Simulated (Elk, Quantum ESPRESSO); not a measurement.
**HoSi₂Pd₂ (I4/mmm, 5 atoms in the cell) computed with different codes at matched settings**

Self-consistent single point, at a second geometry (lattice scaled by 0.98). First geometry:

```yaml
crystal:
  lattice:
    - [-2.05855, 2.05855, 4.96479]
    - [2.05855, -2.05855, 4.96479]
    - [2.05855, 2.05855, -4.96479]
  atoms:
    - { symbol: Ho, position: [0.00000, 0.00000, 0.00000], spin: 4.0 }
    - { symbol: Si, position: [0.61600, 0.61600, 0.00000] }
    - { symbol: Si, position: [0.38400, 0.38400, 0.00000] }
    - { symbol: Pd, position: [0.25000, 0.75000, 0.50000] }
    - { symbol: Pd, position: [0.75000, 0.25000, 0.50000] }
```
(The spins are starting values, not results.)

Shared settings, as Quantum ESPRESSO writes them: occupations = smearing; smearing = fd; degauss = 0.0036749 Ry; nspin = 2; K_POINTS = automatic 6 6 6 0 0 0. Potentials and cutoffs stand in the table.

```csv
code,model,ΔF from the first geometry (meV/atom),size of the net moment (μB/atom),cutoff
Elk,"PBEsol, all-electron FP-LAPW, Elk's shipped species files, APW+lo basis with extra local orbitals",25.1,0.72,rgkmax 7.5
Quantum ESPRESSO,"PBEsol, SSSP 1.1.2 efficiency (PBE) pseudopotentials",17.6,0.73,60 Ry
```

On Elk's run: spin-orbit coupling is off. With one magnetic atom in the cell only a parallel order is possible. With U or open f shells several self-consistent states can exist. The f electrons are in the valence without U or exact exchange, which can misplace them near the Fermi level. Spin-orbit terms, which matter for f shells, are left out.

The spread over the programs that give each value: ΔF from the first geometry within 7.5 meV/atom; size of the net moment within 0.01 μB/atom.

Elk treats all electrons, but the usual bases taken here (sphere radii, linearisation, local orbitals, empty states) were not tested for convergence, so the values are no reference for the others.

The starting cell comes from a database of computed structures (which also holds hypothetical and non-ambient phases and stackings), without a prior relaxation at this level. For this run, on top of that: lattice scaled by 0.98.

Left out of this page: Ansatz (unsound by tests on forces, stress, charge or solver warnings).
